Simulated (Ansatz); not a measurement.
Take Rh in the fcc (Cu type) structure (space group Fm-3m, No. 225; a = 3.802 Å; relaxed with 0.1 eV smearing) as the base. Axes: x, y, z lie along the cube axes.

All numbers come from r2SCAN/PAW in Ansatz (a first-principles code), scalar-relativistic without spin-orbit coupling.

For the base:

The pressure comes out as 0.0 GPa.

The change: the cell is stretched by 1.50 % along z with no lateral relaxation; the atoms relax in the strained cell.

Task: How does this affect the pressure?

Result: The pressure (mean of the normal stresses, compression positive) goes from zero to -4.0 GPa.

No phonon test of stability was made. All final runs are without spin polarisation.
